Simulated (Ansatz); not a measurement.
Base system: SiC in the wurtzite structure (space group P6_3mc, No. 186).

```xyz
4
Lattice="3.0753 0.0000 0.0000 -1.5376 2.6633 0.0000 0.0000 0.0000 5.0482" Properties=species:S:1:pos:R:3 pbc="T T T"
Si     1.5376     0.8878     0.0025
Si     0.0000     1.7755     2.5266
C      1.5376     0.8878     3.1536
C      0.0000     1.7755     0.6295
```

Method: DFT with r2SCAN, PAW potentials and a 500 eV plane-wave cutoff in Ansatz (a first-principles code), scalar-relativistic without spin-orbit coupling.

One change was made to it. Results:

The electron mass becomes 0.23 mₑ along c, 0.38 mₑ across (at K) (base: 0.26 mₑ along c, 0.43 mₑ across (at K)); the valence-band top at Γ (three highest levels, from the VBM) goes from 0.00, 0.00, -0.11 eV to 0.00, 0.00, -0.04 eV; the band gap shrinks by 0.40 eV to 2.25 eV; the density increases by 0.98 g/cm³, from 3.22 g/cm³ to 4.20 g/cm³.

Which change produced these results?
A) pressure 50 GPa
B) pressure −2 GPa
C) pressure −1 GPa
D) pressure 100 GPa
E) pressure 3 GPa

D, pressure 100 GPa. For comparison, the band gap in the other runs: pressure −1 GPa gives 2.66 eV; pressure −2 GPa gives 2.67 eV; pressure 3 GPa gives 2.63 eV; pressure 50 GPa gives 2.41 eV.

Load acts through the strain it causes; cell and atoms are relaxed under it. Effective masses come from finite differences of ±0.01 Å⁻¹. Whether these cells are dynamically stable was not tested. No other phases were tried under pressure.
